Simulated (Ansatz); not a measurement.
Convergence test for SbP (F-43m, 2 atoms in the cell)

```xyz
2
Lattice="0.0000 3.0063 3.0063 3.0063 0.0000 3.0063 3.0063 3.0063 0.0000" Properties=species:S:1:pos:R:3 pbc="T T T"
P      1.5032     1.5032     1.5032
Sb     0.0000     0.0000     0.0000
```

Method: revPBE, default PAW files made with PBE (plane waves; Ansatz, an electronic-structure program).

The starting cell was generated: these elements placed on a structure prototype, without a prior relaxation; it need not be a known phase or ordering of this composition. In the base run, with a pressure of about 9 GPa the cell is away from its equilibrium volume at this level. Ansatz's pressure includes its estimate of the finite-basis (Pulay) stress. The run gives no clean gap (levels at the Fermi energy touch, overlap or are partly filled at this smearing), which alone does not show that the compound is a metal.

Held fixed: kpoints.mp_grid.grid = 7 7 7; hamiltonian.xc = revpbe; hamiltonian.pseudopotentials = {kind: paw} (the program's default PAW files); scf.occupations.method = methfessel_paxton; scf.occupations.width = 0.1 eV.

ΔF is the free energy per atom less that of the last row (840 eV).

The first pressure column holds Ansatz's estimate of the finite-basis (Pulay) stress, which hides part of the cutoff error; the other is without it.

```json
[
 {"basis.ecutwfc": "170 eV", "ΔF (meV/atom)": "18517.4", "pressure (GPa)": "9.45", "pressure at a fixed set of plane waves (GPa)": "-487.77", "plane waves": "283", "iterations": "7"},
 {"basis.ecutwfc": "210 eV", "ΔF (meV/atom)": "3620.2", "pressure (GPa)": "11.42", "pressure at a fixed set of plane waves (GPa)": "-114.62", "plane waves": "339", "iterations": "7"},
 {"basis.ecutwfc": "250 eV", "ΔF (meV/atom)": "654.9", "pressure (GPa)": "9.18", "pressure at a fixed set of plane waves (GPa)": "-18.22", "plane waves": "531", "iterations": "6"},
 {"basis.ecutwfc": "295 eV", "ΔF (meV/atom)": "[?]", "pressure (GPa)": "9.53", "pressure at a fixed set of plane waves (GPa)": "4.69", "plane waves": "609", "iterations": "6"},
 {"basis.ecutwfc": "335 eV", "ΔF (meV/atom)": "[?]", "pressure (GPa)": "9.50", "pressure at a fixed set of plane waves (GPa)": "8.69", "plane waves": "749", "iterations": "6"},
 {"basis.ecutwfc": "380 eV", "ΔF (meV/atom)": "2.2", "pressure (GPa)": "9.47", "pressure at a fixed set of plane waves (GPa)": "9.39", "plane waves": "941", "iterations": "6"},
 {"basis.ecutwfc": "420 eV", "ΔF (meV/atom)": "1.12", "pressure (GPa)": "9.46", "pressure at a fixed set of plane waves (GPa)": "9.43", "plane waves": "1067", "iterations": "6"},
 {"basis.ecutwfc": "485 eV", "ΔF (meV/atom)": "0.32", "pressure (GPa)": "9.45", "pressure at a fixed set of plane waves (GPa)": "9.44", "plane waves": "1363", "iterations": "6"},
 {"basis.ecutwfc": "545 eV", "ΔF (meV/atom)": "0.11", "pressure (GPa)": "9.45", "pressure at a fixed set of plane waves (GPa)": "9.45", "plane waves": "1471", "iterations": "6"},
 {"basis.ecutwfc": "630 eV", "ΔF (meV/atom)": "0.06", "pressure (GPa)": "9.45", "pressure at a fixed set of plane waves (GPa)": "9.45", "plane waves": "1917", "iterations": "6"},
 {"basis.ecutwfc": "735 eV", "ΔF (meV/atom)": "0.03", "pressure (GPa)": "9.45", "pressure at a fixed set of plane waves (GPa)": "9.45", "plane waves": "2445", "iterations": "6"},
 {"basis.ecutwfc": "840 eV", "ΔF (meV/atom)": "0.00", "pressure (GPa)": "9.45", "pressure at a fixed set of plane waves (GPa)": "9.45", "plane waves": "2975", "iterations": "6"}
]
```

Q: Complete the blanks.

A: 
- 295 eV, ΔF (meV/atom): 89.4
- 335 eV, ΔF (meV/atom): 12.6

Keys are those of Ansatz 0.2.
